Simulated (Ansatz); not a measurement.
**CsSnI3: response to strain**

Start from CsSnI$_{3}$ in the cubic perovskite structure (space group Pm-3m, No. 221; a = 6.225 Å). Axes: x, y, z lie along the cube axes.

Strains are applied to the cell and any free atomic positions relax; under biaxial strain the out-of-plane vector relaxes too.

Levels (all Ansatz, an electronic-structure program, PAW, earlier PAW set): r2SCAN (500 eV, scalar-relativistic without spin-orbit coupling); HSE06 (420 eV, without spin-orbit coupling).

Band gaps by level, all at the geometries relaxed with r2SCAN:

```csv
case,r2SCAN,HSE06
base,0.46 eV,0.69 eV
"biaxial strain −0.67 %, plane normal [001], relaxed out of plane",0.37 eV,0.59 eV
"biaxial strain +2.73 %, plane normal [001], relaxed out of plane",0.59 eV,[?]
```

Question: What belongs in the blanks?

Answer: 
- biaxial strain +2.73 %, plane normal [001], relaxed out of plane, HSE06: 0.83 eV

Single points use the geometry relaxed with r2SCAN. HSE06 gaps are upper bounds (no full band path). Spin-orbit coupling, missing from the scalar runs, can matter with I. Whether these cells are dynamically stable was not tested. Many cubic perovskites are stable only at high temperature; tilts and polar distortions were not tested.
